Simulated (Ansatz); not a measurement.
Base system: CdSe in the zinc blende structure (space group F-43m, No. 216; a = 6.082 Å). Axes: x, y, z lie along the cube axes.

Method: PBEsol/PAW in Ansatz (an electronic-structure program), without spin-orbit coupling.

One thing is altered: the cell is compressed by 1.50 % along z with no lateral relaxation; the atoms relax in the strained cell.

Q: Predict the stress tensor and what it implies for the stiffness.

A: Stress of the strained cell less that of the base (GPa, compression positive):
```
   0.73    0.00    0.00
   0.00    0.73    0.00
   0.00    0.00    0.97
```

Then −Δσ_ii/ε with ε = -0.0150 gives secant stiffness values (nonlinear terms included at this strain): C33 ≈ 65 GPa, C13 ≈ 49 GPa and C23 ≈ 49 GPa.

Stability against distortions was not tested.
